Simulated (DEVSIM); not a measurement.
Structure: abrupt GaAs n-p junction, at 300 K.

| layer (left to right) | material | thickness (μm) | Nd (cm⁻³) | Na (cm⁻³) | τn (s) | τp (s) |
|---|---|---|---|---|---|---|
| 1 | GaAs | 12.0 | 7e15 | - | 1.1e-8 | 1.1e-8 |
| 2 | GaAs | 6.80 | - | 1.6e16 | 1.1e-8 | 1.1e-8 |

Left contact: ohmic. Right contact: ohmic. Voltage is applied to the left contact. Recombination: SRH at mid-gap, Auger. Mobility is constant in doping.

Constants are typed, rounded textbook-type inputs, not results; the design itself was drawn at random and stands for no fabricated device. Values at 300 K; Nc and Nv go as T^1.5, mobilities as T to minus their exponent, the gap by Varshni's rule with the affinity fixed.

| parameter | GaAs |
|---|---|
| gap (eV) | 1.424 |
| affinity (eV) | 4.07 |
| permittivity | 12.9 |
| Nc (cm⁻³) | 4.7e17 |
| Nv (cm⁻³) | 9e18 |
| μn (cm²/Vs) | 8500 |
| μp (cm²/Vs) | 400 |
| T exponent of μn | 2.1 |
| T exponent of μp | 2.2 |
| Cn (cm⁶/s) | 1e-30 |
| Cp (cm⁶/s) | 1e-30 |
| Varshni α (eV/K) | 0.000541 |
| Varshni β (K) | 204 |

DEVSIM, 1D drift-diffusion, Boltzmann statistics, complete ionisation; no tunnelling, impact ionisation, image-force lowering or self-heating.

The temperature was swept, all else fixed.

```tsv
temperature (K)	dark forward voltage at 1 A/cm² (V)	potential step across the device at zero bias (V)	dark forward voltage at 100 A/cm² (V)	largest field in the device at zero bias (V/cm)
250	1.094	1.231	1.208	40000
300	0.992	1.152	1.134	39000
350	0.887	1.069	1.056	37000
400	0.781	0.984	0.980	35000
450	0.673	0.897	0.902	33000
500	0.563	0.808	0.826	31000
```

From the first row to the last the dark forward voltage at 1 A/cm² goes from 1.094 to 0.563. From the first row to the last the potential step across the device at zero bias goes from 1.231 to 0.808.
